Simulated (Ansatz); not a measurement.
# Sr3SbN, response to strain

Consider Sr$_{3}$SbN in the anti-perovskite structure (space group Pm-3m, No. 221; a cell from a computed database, its experimental status unchecked).

```xyz
5
Lattice="5.1315 0.0000 0.0000 0.0000 5.1315 0.0000 0.0000 0.0000 5.1315" Properties=species:S:1:pos:R:3 pbc="T T T"
Sr     0.0000     2.5657     2.5657
Sr     2.5657     0.0000     2.5657
Sr     2.5657     2.5657     0.0000
Sb     0.0000     0.0000     0.0000
N      2.5657     2.5657     2.5657
```

Cartesian axes are those of the cell as printed.

Strains are applied to the cell and any free atomic positions relax; under biaxial strain the out-of-plane vector relaxes too; under stress the whole cell relaxes.

Levels (all Ansatz, a first-principles code, PAW): PBEsol (420 eV, no SOC); r2SCAN (500 eV, no spin-orbit coupling); HSE06 (420 eV, no spin-orbit coupling).

Band gaps by level, all at the geometries relaxed with PBEsol:

```json
[
 {"case": "base", "PBEsol": "0.18 eV", "r2SCAN": "0.51 eV", "HSE06": "0.92 eV"},
 {"case": "biaxial strain −0.96 %, plane normal [001], relaxed out of plane", "PBEsol": "0.10 eV", "r2SCAN": "…", "HSE06": "…"},
 {"case": "biaxial strain +4.76 %, plane normal [110], relaxed out of plane", "PBEsol": "0.12 eV", "r2SCAN": "0.46 eV", "HSE06": "…"},
 {"case": "biaxial strain −0.45 %, plane normal [111], relaxed out of plane", "PBEsol": "0.16 eV", "r2SCAN": "0.49 eV", "HSE06": "–"},
 {"case": "uniaxial stress, 3 GPa compression along x", "PBEsol": "zero", "r2SCAN": "…", "HSE06": "0.73 eV"}
]
```

**Question.** Some entries are withheld; estimate them.

**Answer.** 
- biaxial strain −0.96 %, plane normal [001], relaxed out of plane, r2SCAN: 0.42 eV
- biaxial strain −0.96 %, plane normal [001], relaxed out of plane, HSE06: 0.85 eV
- biaxial strain +4.76 %, plane normal [110], relaxed out of plane, HSE06: 0.84 eV
- uniaxial stress, 3 GPa compression along x, r2SCAN: 0.29 eV

Single points use the geometry relaxed with PBEsol. The hybrid gap comes from the SCF mesh plus the semilocal run's edge points and a few special points and is an upper bound. Spin-orbit coupling, missing from the scalar runs, can matter with Sb. Beyond what the load breaks, stability against distortions was not tested. All final runs are without spin polarisation. Gaps under 0.05 eV, about the width of the smearing, are given as zero. The zero or small gap of Sr3SbN can change with the level of theory.
